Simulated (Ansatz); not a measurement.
Take Mo in the bcc (W type) structure (space group Im-3m, No. 229; a = 3.161 Å) as the base.

Method: plane-wave PAW DFT at the PBE level (Ansatz, a program for electronic structure, 420 eV), spin-orbit coupling left out.

Strains are applied to the cell and any free atomic positions relax.

One change was made to it. Results:

| quantity | base | after |
|---|---|---|
| energy relative to the base (free energy F) | 0 meV/atom | +103 meV/atom |
| pressure | 0.0 GPa | 27.1 GPa |

**Question.** Which of these changes matches the shifts?
(A) isotropic strain +1.28 %
(B) isotropic strain −5.27 %
(C) isotropic strain −2.85 %

**Answer.** C, isotropic strain −2.85 %. For comparison, the energy relative to the base in the other runs: isotropic strain −5.27 % gives +0.381 eV/atom; isotropic strain +1.28 % gives +18 meV/atom.

Stability against distortions was not tested. The final runs are not spin-polarised.
